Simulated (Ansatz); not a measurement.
Effect of pressure 15 GPa on Nb

Start from Nb in the bcc (W type) structure (space group Im-3m, No. 229; a = 3.3027 Å).

Modification: cell and atoms relaxed at a pressure of 15 GPa.

Level of theory: r2SCAN (Ansatz, a quantum-chemistry and plane-wave program), spin-orbit coupling left out. Settings: 20×20×20 k-points, 0.05 eV Fermi–Dirac smearing.

- Volume per atom: 16.71 Å³ (base 18.01 Å³)
- Lattice parameter a: 322.1 pm (base 330.3 pm)
- Shortest interatomic distance: 279.0 pm (base 286.0 pm)
- Enthalpy H = E + PV relative to the base's energy: +1.62 eV/atom
- Band gap: zero (base zero)

Final structure:

```xyz
1
Lattice="-1.6106 1.6106 1.6106 1.6106 -1.6106 1.6106 1.6106 1.6106 -1.6106" Properties=species:S:1:pos:R:3 pbc="T T T"
Nb     0.0000     0.0000     0.0000
```

Load acts through the strain it causes; cell and atoms are relaxed under it. Stability against distortions was not tested. No other phases were tried under pressure. The final runs are not spin-polarised.
